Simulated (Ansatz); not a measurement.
Effect of Sn on a Si site on ZnSiP2

Start from a 16-atom supercell of ZnSiP₂ in the chalcopyrite structure (space group I-42d, No. 122; a = 5.4187 Å, c = 10.5394 Å) at its relaxed geometry.

Perturbation: a neutral Sn on a Si site, atoms relaxed at fixed cell, starting from a slightly rattled geometry.

Level of theory: PBE (Ansatz, an electronic-structure program; PAW; 420 eV plane waves; no SOC). k-mesh 3×4×4 (Γ-centred); smearing 0.01 eV (Fermi–Dirac).

The pressure goes from zero to 4.1 GPa and the mean distance from the defect site to its nearest host atoms grows by 0.20 Å (2.27 Å → 2.47 Å).

Final structure:

```
Zn4SnSi3P8
1.0
   -5.41869     5.41869     0.00000
    2.70935     2.70935     5.26972
    2.70935     2.70935    -5.26972
Zn Sn Si P
4 1 3 8
Direct
  0.25016   0.49674   0.00309
  0.75028   0.00152   0.49844
  0.00575   0.00258   0.00276
  0.49444   0.49719   0.49731
  0.75014   0.49911   0.00082
  0.25022   0.00121   0.49871
  0.00703   0.50269   0.50299
  0.49322   0.99697   0.99729
  0.00916   0.13634   0.38504
  0.48587   0.63899   0.87357
  0.01440   0.62636   0.86096
  0.49131   0.11490   0.36365
  0.75939   0.62376   0.39924
  0.25827   0.12119   0.86431
  0.24194   0.63560   0.37863
  0.74086   0.10070   0.87622
```

Other magnetic orders, which the real material may have, were not ruled out. In so small a cell the defect repeats every few ångströms: this is an ordered compound, not a dilute defect. Seeded moments were not kept for Sn on a Si site. The defect cell is spin-polarised and ends with 0.0 μB.
